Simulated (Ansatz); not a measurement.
The reference is Ge in the diamond structure (space group Fd-3m, No. 227).

```yaml
crystal:
  lattice:
    - [0.00000, 2.83720, 2.83720]
    - [2.83720, 0.00000, 2.83720]
    - [2.83720, 2.83720, 0.00000]
  atoms:
    - { symbol: Ge, position: [0.00000, 0.00000, 0.00000] }
    - { symbol: Ge, position: [0.25000, 0.25000, 0.25000] }
```

Cartesian axes are those of the cell as printed.

Calculations: r2SCAN (Ansatz, a first-principles code, PAW, without spin-orbit coupling).

For the base:

| Quantity | Result |
|---|---|
| Pressure | 0.1 kbar |
| Band gap | 0.36 eV |
| Gap character | direct at Γ |

Modification: biaxial strain −2.50 %, plane normal [111], relaxed out of plane (Cartesian); in-plane vectors clamped, the third vector and the atoms free.

Problem. Estimate the effect on the pressure, band gap and gap character.

Solution. The pressure (mean of the normal stresses, compression positive) goes up by 33.3 kbar to 33.4 kbar; the band gap drops by 0.03 eV to 0.33 eV; the gap character changes from direct at Γ to indirect, Γ → L.

Stability against distortions was not tested. The real Ge has an indirect gap at ambient pressure; r2SCAN orders its close-lying valleys differently. k-point labels follow each cell's own Brillouin zone.
